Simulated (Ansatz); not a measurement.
TaF5 (C2/m, No. 12) was calculated with r²SCAN in Ansatz (plane waves, PAW).

Settings: plane-wave cutoff 500 eV, 6×6×8 k mesh (along the axes of the cell as run), Fermi–Dirac smearing 0.05 eV, scalar-relativistic PAW data made under PBE.

Cell (relaxed at this level):

TaF$_{5}$ is modelled in the monoclinic space group C2/m (No. 12), Pearson symbol mS48. Cell: a = 9.5866 Å, b = 14.4273 Å, c = 5.0080 Å, α = γ = 90.00°, β = 97.83°. F1 on 4i is coordinated by 1 Ta at 1.874 Å. F2 on 4i sees 1 Ta at 1.860 Å. F3 on 8j is surrounded by 1 Ta at 1.836 Å. F4 on 8j has 2 Ta at 2.073–2.078 Å (linear). Ta1 on 4i is surrounded by 4 F at 1.833–1.874 Å and 2 F at 2.078 Å. F5 on 8j has 1 Ta at 1.833 Å. Ta2 on 4h is surrounded by 4 F at 1.836–1.866 Å and 2 F at 2.073 Å. F6 on 8j is coordinated by 1 Ta at 1.866 Å. (Neighbours: up to the widest gap in distance over summed covalent radii, below 1.35, at either atom; cation-cation and far metal-metal contacts left out.)
(The calculation used a cell of 24 atoms; values per cell refer to that cell.)

Task: Predict the band gap.

Result: 
- band gap = 6.35 eV (on the SCF k mesh)

Note: the relaxation could not lower the start's symmetry, so the cell can be a saddle point above a distorted one.

Spin–orbit coupling is not included.

Computed values are for the static lattice.

Ansatz is an electronic-structure program.
